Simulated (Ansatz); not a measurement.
Take Pd in the fcc (Cu type) structure (space group Fm-3m, No. 225) as the base.

Space group Fm-3m (No. 225); a = 3.8755 Å, b = 3.8755 Å, c = 3.8755 Å, α = 90.00°, β = 90.00°, γ = 90.00°

| atom | site | symmetry | x | y | z |
|---|---|---|---|---|---|
| Pd | 4a | m-3m | 0.0000 | 0.0000 | 0.0000 |
(The calculation used a cell of 1 atom; values per cell refer to that cell.)

Calculations: PBEsol (Ansatz, a quantum-chemistry and plane-wave program; PAW; 420 eV plane waves; without spin-orbit coupling), earlier PAW set.

Base values:

The lattice parameter a is 3.876 Å.

Perturbation: S takes the place of Pd on all its sites, then cell and atoms are relaxed.

Task: What happens to the lattice parameter a?

Result: The lattice parameter a goes up by 0.032 Å, from 3.876 Å to 3.908 Å.

Whether these cells are dynamically stable was not tested. As relaxed here, S is a hypothetical phase, not in the database extracts checked. The final runs are not spin-polarised.
